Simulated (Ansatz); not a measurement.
The parent structure is TiO2 in the rutile structure (space group P4_2/mnm, No. 136; a = 4.548 Å, c = 2.917 Å). Axes: x, y, z lie along a, b, c of the conventional cell.

Level of theory: Kohn–Sham DFT with the LDA functional, run in Ansatz (an electronic-structure program) with PAW and 420 eV plane waves, no SOC.

It is then changed as follows: the cell is compressed by 0.60 % along x with no lateral relaxation; the atoms relax in the strained cell.

Q: Predict the stress tensor and what it implies for the stiffness.

A: Stress of the strained cell less that of the base (GPa, compression positive):
```
   1.78    0.00    0.00
   0.00    1.36    0.00
   0.00    0.00    1.06
```

Then −Δσ_ii/ε with ε = -0.0060 gives relaxed-ion elastic constants: C11 ≈ 297 GPa, C12 ≈ 227 GPa and C13 ≈ 176 GPa.

Stability against distortions was not tested. The final runs are not spin-polarised.
